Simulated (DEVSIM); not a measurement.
Device: abrupt Si n-p junction, at 300 K.

```tsv
layer (left to right)	material	thickness (μm)	Nd (cm⁻³)	Na (cm⁻³)	τn (s)	τp (s)
1	Si	0.340	6e15	-	1.6e-5	1.6e-5
2	Si	65.0	-	1e14	1.6e-5	1.6e-5
```

Left contact: ohmic. Right contact: ohmic. Voltage is applied to the left contact. Recombination: SRH at mid-gap, Auger. Mobility is constant in doping.

Constants are typed, rounded textbook-type inputs, not results; the design itself was drawn at random and stands for no fabricated device. Values at 300 K.

| parameter | Si |
|---|---|
| gap (eV) | 1.124 |
| affinity (eV) | 4.05 |
| permittivity | 11.7 |
| Nc (cm⁻³) | 2.86e19 |
| Nv (cm⁻³) | 3.1e19 |
| μn (cm²/Vs) | 1417 |
| μp (cm²/Vs) | 470 |
| Cn (cm⁶/s) | 2.8e-31 |
| Cp (cm⁶/s) | 9.9e-32 |

Model (solved in DEVSIM): 1D drift-diffusion, Boltzmann statistics, complete ionisation; no tunnelling, impact ionisation, image-force lowering or self-heating.

Q: Tabulate band edges, carrier densities and field at -0.9 V on the left contact.

A: Energies count from the Fermi level of the right contact; mesh points crowd at the junctions.

| x (μm) | Ec (eV) | Ev (eV) | n (cm⁻³) | p (cm⁻³) | field (V/cm) |
|---|---|---|---|---|---|
| 0.000 | 1.119 | -0.005 | 6.0e15 | 19000 | 12 |
| 0.02844 | 1.119 | -0.005 | 6.0e15 | 1.9e12 | 14 |
| 0.08965 | 1.119 | -0.005 | 6.0e15 | 6.0e12 | 42 |
| 0.2017 | 1.121 | -0.003 | 5.6e15 | 1.4e13 | 370 |
| 0.3033 | 1.132 | 0.008 | 3.7e15 | 3.0e13 | 2200 |
| 0.3359 | 1.141 | 0.017 | 2.5e15 | 4.7e13 | 3700 |
| 0.3621 | 1.151 | 0.026 | 1.8e15 | 6.9e13 | 3200 |
| 0.4548 | 1.171 | 0.047 | 7.9e14 | 1.6e14 | 1600 |
| 0.6428 | 1.187 | 0.063 | 4.1e14 | 3.2e14 | 410 |
| 1.055 | 1.192 | 0.068 | 3.2e14 | 4.1e14 | -12 |
| 1.987 | 1.189 | 0.065 | 3.2e14 | 4.2e14 | -42 |
| 5.343 | 1.174 | 0.050 | 3.1e14 | 4.1e14 | -43 |
| 11.68 | 1.147 | 0.023 | 3.0e14 | 4.0e14 | -44 |
| 27.08 | 1.077 | -0.047 | 2.7e14 | 3.7e14 | -48 |
| 52.11 | 0.937 | -0.187 | 1.8e14 | 2.8e14 | -69 |
| 59.50 | 0.879 | -0.245 | 1.1e14 | 2.1e14 | -94 |
| 62.77 | 0.843 | -0.281 | 7.0e13 | 1.7e14 | -130 |
| 64.22 | 0.822 | -0.302 | 3.9e13 | 1.4e14 | -180 |
| 64.98 | 0.806 | -0.318 | 1.6e13 | 1.1e14 | -230 |
| 65.20 | 0.801 | -0.323 | 6.8e12 | 1.0e14 | -250 |
| 65.29 | 0.798 | -0.326 | 2.5e12 | 1.0e14 | -250 |
| 65.34 | 0.797 | -0.327 | 1200000 | 1.0e14 | -250 |
